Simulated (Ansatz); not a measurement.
Consider the following.

Host crystal: zinc-blende GaAs, with a band gap (PBE, scalar-relativistic without spin-orbit coupling).

End structure of NH2 on the 1x1 (110) surface of zinc-blende GaAs (cut with top plane As + Ga), one in a 2x1 cell, started at the site 'top Ga':

```xyz
23
Lattice="8.1256 0.0000 0.0000 0.0000 5.7457 0.0000 0.0000 0.0000 27.5000" Properties=species:S:1:pos:R:3 pbc="T T T"
As     0.0000     4.3789     9.4555
As     4.0628     4.3789     9.4555
Ga     2.0314     3.1768    10.1415
Ga     6.0942     3.1768    10.1415
As     2.0314     1.3033    11.7237
As     6.0942     1.3033    11.7237
Ga     0.0000    -0.1442    11.6457
Ga     4.0628    -0.1442    11.6457
As    -0.0019     4.2173    13.7382
As     4.0647     4.2173    13.7382
Ga     2.0314     2.7613    13.7586
Ga     6.0942     2.7429    13.7717
As     2.0314     1.3332    15.7576
As     6.0942     1.2616    15.7774
Ga     0.0409    -0.1786    15.8677
Ga     4.0219    -0.1786    15.8677
As     0.0290     4.3016    17.9886
As     4.0338     4.3016    17.9886
Ga     2.0314     2.8033    17.8091
Ga     6.0942     3.1700    17.3505
N      2.0314     1.5035    19.1889
H      2.8629     1.3992    19.7686
H      1.1999     1.3992    19.7686
```

Slab: 23 atoms, 8.6 Å thick at the start under the adsorbate (thin: gaps and levels are the slab's own); k 3x4x1, smearing 0.01 eV, dipole-corrected; single point; on the structure that PBE left under its start's symmetry; spin-polarised, ending with about 0.7 μB a cell, a value that depends on the mesh; orders that need a larger cell were not tried, no spin-orbit, no U, no dispersion correction. The slab shows no gap over 0.04 eV on its mesh. The program's check for a lower electronic state was not made. It is one chosen start, not shown to be the lowest state of the adsorbate.

A negative adsorption energy means that the adsorbate is more stable on the surface than in its reference.

Q: Estimate the adsorption energy against NH3(g) − ½ H2(g) at the same level that r2SCAN, at the PBE geometry and the start's symmetry (Ansatz, an electronic-structure program) returns for this input.

A: 0.80 eV

Q: Give the change of the step from the bottom to the top vacuum level, against the clean slab at the level r2SCAN, at the PBE geometry and the start's symmetry.

A: -0.20 eV
